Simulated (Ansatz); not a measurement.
The starting structures come from a database of crystals and need not be the phases stable at ambient conditions.

Evanescent states of Cs$_{2}$HgF$_{4}$ (I4/mmm, not sure to be the ambient phase, 7 atoms a cell, 22.4 Å³ an atom) along the normal of (110)

The numbers are results of r2SCAN (plane waves, PAW; Ansatz, a first-principles code), not measurements.

The gap is the functional's own. No spin-orbit coupling. Mid-gap values are interpolated on the energy grid.

Energies count from the valence-band top; κ is the least over a 6×4 mesh across the current.

```json
[
 {"E (eV)": "0.07", "κ (1/Å)": "0.100", "where": "off Γ"},
 {"E (eV)": "0.20", "κ (1/Å)": "0.170", "where": "off Γ"},
 {"E (eV)": "0.33", "κ (1/Å)": "0.217", "where": "off Γ"},
 {"E (eV)": "0.46", "κ (1/Å)": "0.254", "where": "off Γ"},
 {"E (eV)": "0.58", "κ (1/Å)": "0.284", "where": "off Γ"},
 {"E (eV)": "0.71", "κ (1/Å)": "0.311", "where": "off Γ"},
 {"E (eV)": "0.84", "κ (1/Å)": "0.334", "where": "off Γ"},
 {"E (eV)": "0.97", "κ (1/Å)": "0.355", "where": "off Γ"},
 {"E (eV)": "1.10", "κ (1/Å)": "0.373", "where": "off Γ"},
 {"E (eV)": "1.24", "κ (1/Å)": "0.390", "where": "off Γ"},
 {"E (eV)": "1.36", "κ (1/Å)": "0.390", "where": "Γ"},
 {"E (eV)": "1.50", "κ (1/Å)": "0.374", "where": "Γ"},
 {"E (eV)": "1.62", "κ (1/Å)": "0.355", "where": "Γ"},
 {"E (eV)": "1.75", "κ (1/Å)": "0.334", "where": "Γ"},
 {"E (eV)": "1.89", "κ (1/Å)": "0.309", "where": "Γ"},
 {"E (eV)": "2.02", "κ (1/Å)": "0.281", "where": "Γ"},
 {"E (eV)": "2.15", "κ (1/Å)": "0.249", "where": "Γ"},
 {"E (eV)": "2.27", "κ (1/Å)": "0.209", "where": "Γ"},
 {"E (eV)": "2.40", "κ (1/Å)": "0.158", "where": "Γ"},
 {"E (eV)": "2.54", "κ (1/Å)": "0.074", "where": "Γ"}
]
```

Question: How thick must the barrier be to attenuate the transmission by 10^6 when the electrodes' Fermi level lies at 2.54 eV, and what attenuation does that film give at 2.40 eV?

Answer: d = 6 ln 10 / (2 × 0.074) = 93.3 Å. At 2.40 eV it gives 6 × 0.158/0.074 = 12.8 decades.
